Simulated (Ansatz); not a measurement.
BGeCN (model structure, started from the AlSiCN type, R3m, No. 160, 4 atoms in the cell)

Method: r²SCAN+SOC (Ansatz, an electronic-structure program, PAW).

Run with plane-wave cutoff 560 eV, 22×22×22 k mesh, Fermi–Dirac smearing 0.05 eV, PAW data made under PBE.

Cell (relaxed with PBEsol):

```
CELL_PARAMETERS angstrom
      1.45990     0.84287     4.78175
     -1.45990     0.84287     4.78175
      0.00000    -1.68575     4.78175
ATOMIC_POSITIONS crystal
  B  0.00252 0.00252 0.00252
  N  0.88829 0.88829 0.88829
  Ge 0.49547 0.49547 0.49547
  C  0.36368 0.36368 0.36368
```

* **band gap**: 0.75 eV (on the SCF k mesh)

Note: the relaxation could raise the start's symmetry but not lower it, so the cell can be a saddle point; cell and atoms aren't relaxed at this level (largest force component 0.46 eV/Å, pressure 0.8 GPa).

A model structure was made by putting elements into a prototype or built by hand; it is no filed structure, need not be a known phase, and can be a saddle point held by its symmetry.
